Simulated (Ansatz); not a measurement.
CO on the 1x1 (101) surface of tetragonal HfO2 (a metastable polymorph) (cut with top plane O), one in a 2x1 cell, energies for each (46.0 Å²). Energies are against CO(g), without zero-point or thermal terms; each row is named by its start (#2, #3: further inequivalent places of a kind). No converged result for: 5 more starts.

Host crystal: tetragonal HfO2, with a band gap (PBE, scalar-relativistic without spin-orbit coupling).

Calculation: PBE (plane waves to 420 eV, PAW; Ansatz, an electronic-structure program).

Model: 38-atom slab, 7.6 Å thick at the start under the adsorbate (thin: gaps and levels are the slab's own), 3x3x1 mesh, Fermi-Dirac 0.01 eV, dipole correction, 16 atoms held, the rest relaxed; each run with such symmetry as its start has; no spin, no spin-orbit, no U, no dispersion correction.

A negative adsorption energy means that the adsorbate is more stable on the surface than in its reference. Starts that drift may end in the same place. Heights count from the host atoms within 0.3 Å of the top one.

```tsv
starting site	E_ads (eV)	height (Å)	nearest host atom (Å)	bonded to	change of the vacuum step (eV)	lateral drift (Å)
top O #2	-0.45	1.60	Hf 2.44	Hf	-0.43	2.3
over Hf at depth 1.0 Å	-0.45	1.60	Hf 2.45	Hf	-0.43	0.1
hollow beside Hf	-0.20	1.86	Hf 2.50	Hf	-0.49	1.1
bridge Hf-O (span 2.0 Å)	-0.20	1.87	Hf 2.51	Hf	-0.50	0.9
```
